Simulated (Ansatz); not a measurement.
Band structure of CdTe (F-43m, 2 atoms in the cell).

```xyz
2
Lattice="0.0000 3.2400 3.2400 3.2400 0.0000 3.2400 3.2400 3.2400 0.0000" Properties=species:S:1:pos:R:3 pbc="T T T"
Cd     0.0000     0.0000     0.0000
Te     1.6200     1.6200     1.6200
```

Method of the run: PBE, PAW files (plane waves; Ansatz, a first-principles code).

Settings: basis.ecutwfc = 420 eV; kpoints.mp_grid.grid = 5 5 5; hamiltonian.xc = pbe; hamiltonian.pseudopotentials = {kind: paw} (an earlier, softer set of the program's PAW files); scf.occupations.method = fermi_dirac; scf.occupations.width = 0.05 eV; kpoints.band_path.npoints = 8.

The starting cell has typed, rounded lattice constants, without a prior relaxation at this level. Spin-orbit coupling is off.

### Question
Predict the gap along the standard path and the places of the band edges.

### Answer
The gap along the path is 0.77 eV, direct at Γ to within 0.01 eV.

Levels in eV from the top of the valence band on the path, bands 15 to 21:
```json
[
 {"point": "Γ", "15": "-8.03", "16": "0.00", "17": "0.00", "18": "0.00", "19": "0.77", "20": "4.61", "21": "4.61"},
 {"point": "X", "15": "-7.54", "16": "-4.31", "17": "-1.86", "18": "-1.86", "19": "2.61", "20": "2.68", "21": "8.83"},
 {"point": "W", "15": "-7.45", "16": "-4.18", "17": "-2.32", "18": "-2.20", "19": "4.26", "20": "4.69", "21": "5.57"},
 {"point": "K", "15": "-7.49", "16": "-4.21", "17": "-2.55", "18": "-1.54", "19": "2.90", "20": "4.52", "21": "7.35"},
 {"point": "L", "15": "-7.68", "16": "-4.42", "17": "-0.77", "18": "-0.77", "19": "1.82", "20": "5.20", "21": "5.20"},
 {"point": "U", "15": "-7.49", "16": "-4.21", "17": "-2.55", "18": "-1.54", "19": "2.90", "20": "4.52", "21": "7.35"}
]
```

Keys are those of Ansatz 0.2.
